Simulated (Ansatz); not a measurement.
Start from PbTe in the rock salt structure (space group Fm-3m, No. 225; a = 6.534 Å). Axes: x, y, z lie along the cube axes.

Level of theory: r2SCAN (Ansatz, an electronic-structure program, PAW, no SOC).

Strains are applied to the cell and any free atomic positions relax; under biaxial strain the out-of-plane vector relaxes too.

One change was made to it. Results:

```tsv
quantity	base	after
pressure (mean of the normal stresses, compression positive)	0.00 GPa	-0.50 GPa
band gap	1.09 eV	0.95 eV
energy relative to the base (free energy F)	0 meV/atom	+2.1 meV/atom
```

**Question.** Which of these changes matches the shifts?
A) biaxial strain +1.67 %, plane normal [111], relaxed out of plane
B) biaxial strain +1.25 %, plane normal [111], relaxed out of plane
C) biaxial strain +2.08 %, plane normal [111], relaxed out of plane
D) biaxial strain +0.83 %, plane normal [111], relaxed out of plane
E) biaxial strain +0.42 %, plane normal [111], relaxed out of plane

**Answer.** B, biaxial strain +1.25 %, plane normal [111], relaxed out of plane. For comparison, the band gap in the other runs: biaxial strain +0.83 %, plane normal [111], relaxed out of plane gives 1.00 eV; biaxial strain +1.67 %, plane normal [111], relaxed out of plane gives 0.90 eV; biaxial strain +0.42 %, plane normal [111], relaxed out of plane gives 1.04 eV; biaxial strain +2.08 %, plane normal [111], relaxed out of plane gives 0.85 eV.

With Pb and Te present, leaving out spin-orbit coupling can change the band edges. No phonon test of stability was made.
